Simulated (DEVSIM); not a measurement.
System: n-channel Ge fully depleted SOI MOSFET with Al2O3, at 400 K.

```yaml
gate_length: 25 nm
source_drain_length: 20 nm
dielectric_thickness: 1.6 nm
lateral_straggle: 1.5 nm
underlap: 0 nm
body_thickness: 6.3 nm
buried_oxide: 15 nm
gate_work_function: 4.2 eV
source_and_drain_doping: 8.3e19 cm⁻³, Gaussian tails under the gate
body_doping: 7e17 cm⁻³
lifetime: 5e-7 s
supply: 0.7 V
back_work_function: 4.48 eV
```

All mobilities are scaled by 0.2; velocity saturation, μ/(1 + (μE/vsat)^b)^(1/b) with b = 2 for electrons and 1 for holes and E the electric field along each mesh edge, is on. Mobility is μmin + (μ − μmin)/(1 + (N/Nref)^α).

Constants are typed, rounded textbook-type inputs, not results; the design itself was drawn at random and stands for no fabricated device. Values at 300 K; Nc and Nv go as T^1.5, mobilities as T to minus their exponent, the gap by Varshni's rule with the affinity fixed.

Ge: gap (eV) 0.664, affinity (eV) 4, permittivity 16, Nc (cm⁻³) 1.04e19, Nv (cm⁻³) 6e18, μn (cm²/Vs) 3900, μp (cm²/Vs) 1900, μn,min 150, μp,min 100, Nref,n 2.6e17, Nref,p 4e17, αn 0.56, αp 0.6, T exponent of μn 1.66, T exponent of μp 2.33, vsat,n (cm/s) 6.5e6, vsat,p (cm/s) 6e6, Varshni α (eV/K) 0.000477, Varshni β (K) 235. Al2O3: gap (eV) 6.8, affinity (eV) 1.35, permittivity 9. SiO2: gap (eV) 9, affinity (eV) 0.9, permittivity 3.9.

DEVSIM, 2D drift-diffusion, Boltzmann statistics, complete ionisation; no quantum confinement, tunnelling, impact ionisation, self-heating, contact resistance or fringe fields beside the gate. Metal contacts follow the ideal Schottky-Mott rule: no Fermi-level pinning, no interface dipoles.

Transfer curves, |Id| in μA/μm:

```
Vg (V)  Vd = 0.05 V  Vd = 0.7 V
------  -----------  ----------
-0.21       0.07991      0.6678
-0.175       0.1513       1.231
-0.14        0.2853       2.239
-0.105       0.5343       3.994
-0.07        0.9917       6.953
-0.035        1.817       11.76
0             3.269       19.21
0.035         5.732       30.20
0.07          9.715       45.53
0.105         15.78       65.79
0.14          24.38       91.35
0.175         35.71       122.3
0.21          49.57       158.7
0.245         65.43       200.1
0.28          82.60       246.2
0.315         100.3       296.5
0.35          118.0       350.5
0.385         135.0       407.8
0.42          151.2       467.8
0.455         166.4       530.3
0.49          180.4       594.9
0.525         193.2       661.3
0.56          204.9       729.3
0.595         215.6       798.7
0.63          225.4       869.3
0.665         234.2       941.0
0.7           242.3        1014
```

Work out the subthreshold swing at low drain bias from the rows at -0.21 and -0.175 V, and compare it with the thermal limit.

log10(0.1513/0.07991) = 0.277 over 35.0 mV, so S = 126 mV/decade. The limit kT/q ln 10 is 79.4 mV/decade; the ratio is 1.59. This is the steepest step of the table.

Give the natural length λ = √(ε_body t_body t_ox / (ε_ox)) and the gate length in units of it.

λ = 4.23 nm and L/λ = 5.9. The formula is that for thin layers, and L is the gate's length, not the shorter one between the doping tails.

Source and drain are degenerate, where Boltzmann statistics are only rough. The electric field that drives the saturation includes the junctions' built-in field, which lowers the mobility there even at small currents: subthreshold currents come out too low, a known weakness of this choice.
